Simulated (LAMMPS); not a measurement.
MD of Ni (fcc) at zero pressure, 256 atoms, as a liquid; each row is its own run.

Computed with MD with a machine-learned potential, pair style snap, file Ni_Zuo_JPCA2020.quadratic.snap, run in LAMMPS.

```csv
T (K),volume (Å³/atom)
1380,12.072
1560,12.212
1730,12.365
1900,12.523
2160,12.738
2250,12.820
2760,13.300
```

Q: Fit a straight line, y = a + b x, to these rows (x is the first column, y the second) and predict the run at x = 2420.

A: Least squares gives a = 10.829 and b = 0.0008899. At x = 2420 the fit predicts 12.983 Å³/atom. The run itself gave 12.99 ± 0.01 Å³/atom, so the fit is 0.062 % low, within the run's error.

Caution (rows 1380; 1560): this liquid lies under the measured melting point of 1728 K, so it is undercooled or the potential melts low.

Caution: a run this short can hold a crystal over, or a liquid under, the potential's own melting point, which these runs don't give.

Caution (row 1560): enthalpy drifts during the constant-pressure average: a transition or slow ageing; fluctuation values are void.
